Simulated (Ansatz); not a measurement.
The parent structure is BiAu₂ in the cubic Laves (MgCu2 type) structure (space group Fd-3m, No. 227; a = 7.945 Å). Axes: x, y, z lie along the cube axes.

One thing is altered: tensile biaxial strain of 0.77 % in the plane normal to [111], as in epitaxy on a mismatched substrate; the out-of-plane cell vector and the atoms relax.

Levels (all Ansatz, a program for electronic structure, PAW): PBEsol (420 eV, no SOC); PBEsol+SOC (420 eV, with spin-orbit coupling).

The geometry is relaxed with PBEsol.

| Item | Result |
|---|---|
| PBEsol pressure | -0.7 GPa |

With PBEsol+SOC at the same geometry, the pressure falls by 0.2 GPa, from -0.7 GPa to -0.9 GPa.

Single points use the geometry relaxed with PBEsol. The spin-orbit shifts are approximate. Without a gap, meshes like the base's 10×10×10 leave anisotropic stresses uncertain by several tenths of a GPa, and small strain energies with them. Whether these cells are dynamically stable was not tested.
